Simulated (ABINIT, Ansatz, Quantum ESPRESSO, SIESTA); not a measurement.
**ZrB2 (P6/mmm, 3 atoms in the cell) computed with different codes at matched settings**

Self-consistent single point.

```yaml
crystal:
  lattice:
    - [3.16752, 0.00000, 0.00000]
    - [-1.58376, 2.74315, 0.00000]
    - [0.00000, 0.00000, 3.55239]
  atoms:
    - { symbol: Zr, position: [0.00000, 0.00000, 0.00000] }
    - { symbol: B, position: [0.33333, 0.66667, 0.50000] }
    - { symbol: B, position: [0.66667, 0.33333, 0.50000] }
```

Shared settings, as Ansatz (a quantum-chemistry and plane-wave program) writes them: kpoints.mp_grid.grid = 16 16 12; scf.occupations.method = fermi_dirac; scf.occupations.width = 0.136 eV. Potentials and cutoffs stand in the table.

| code | model | pressure (GPa) | cutoff |
|---|---|---|---|
| Ansatz | PBEsol, default PAW files made with PBE | -5.05 | 420 eV |
| Quantum ESPRESSO | PBEsol, GBRV 1.5 ultrasoft (PBESOL) pseudopotentials | -4.84 | 40 Ry |
| SIESTA | GGA PBEsol, numerical atomic orbitals DZP, PseudoDojo PBEsol standard norm-conserving potentials (rewritten from UPF to PSML) | -4.48 | grid 350 Ry |
| ABINIT | PBEsol, norm-conserving pseudopotentials (PseudoDojo nc-sr-04 PBEsol standard) | -4.55 | 76 Ry |

The spread over the programs that give each value: pressure within 0.57 GPa.

SIESTA uses small atom-centred bases, whose incompleteness enters pressures, forces and empty levels differently from a plane-wave cutoff. Ansatz's pressure is given at a fixed set of plane waves, as the other plane-wave codes print theirs; with its correction for the finite basis it is -4.87 GPa.

The starting cell comes from a database of computed structures (which also holds hypothetical and non-ambient phases and stackings), without a prior relaxation at this level.

Left out of this page: GPAW and FLEUR (not drawn, or without a comparable value).

Keys are those of Ansatz 0.2.
